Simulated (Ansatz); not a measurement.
**In2Se3 (within 0.1 Å of P-3m1, No. 164; cell taken from a computed entry)**

Computed with r²SCAN (PAW; Ansatz, a program for electronic structure).

Run with plane-wave cutoff 500 eV, 12×12×4 k mesh (along the axes of the cell as run), Fermi–Dirac smearing 0.05 eV, scalar-relativistic PAW data made under PBE.

Cell (relaxed at this level):

In2Se3 has the triclinic space group P-1 (No. 2), Pearson symbol aP5. Conventional cell: a = b = 3.973 Å, c = 9.866 Å, α = 89.84°, β = 89.92°, γ = 60.02°. In on 2i is surrounded by 3 Se at 2.649 Å and 3 Se at 2.957–2.960 Å (octahedral). Se1 on 1a is surrounded by 6 In at 2.957–2.960 Å (octahedral). Se2 on 2i is coordinated by 3 In at 2.649 Å (trigonal pyramidal). (Neighbours: up to the widest gap in distance over summed covalent radii, below 1.35, at either atom; cation-cation and far metal-metal contacts left out.)

For In2Se3 (within 0.1 Å of P-3m1, No. 164; cell taken from a computed entry), the band gap is 0.51 eV (on the SCF k mesh).

Note: the cell has widely spaced layers and the level no dispersion term, so their spacing and the moduli can rest on weak binding.

Spin–orbit coupling is not included.

Cost on a shared machine: roughly 15 core-minutes.
